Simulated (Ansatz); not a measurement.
The starting structures come from a database of crystals and need not be the phases stable at ambient conditions.

 Where the default PAW files enter, the runs use the earlier of Ansatz's two default sets.

Here is the system:

```yaml
crystal:
  lattice:
    - [2.50330, 0.00000, 0.00000]
    - [0.00000, 4.16897, 0.00000]
    - [1.25165, 0.00000, 2.10288]
  atoms:
    - { symbol: C, position: [0.33333, 0.93719, 0.33333] }
    - { symbol: C, position: [0.66667, 0.06281, 0.66667] }
    - { symbol: C, position: [0.66667, 0.43719, 0.66667] }
    - { symbol: C, position: [0.33333, 0.56281, 0.33333] }
```

Space group of this cell: Cmcm. The cell is strained (lengths along the current scaled by 0.97, ions clamped); by r2SCAN its mean pressure is 14.8 GPa.

Transport runs along the normal of the first two printed cell vectors.

No gap correction and no spin-orbit coupling; mid-gap values are interpolated between computed energies.

Task: Estimate the band gap and the smallest decay constant κ at mid-gap that r2SCAN in Ansatz (a first-principles code) returns for this system.

Result: Gap 3.51 eV on a 14×8×14 mesh; κ = 0.318 1/Å, at the zone centre.
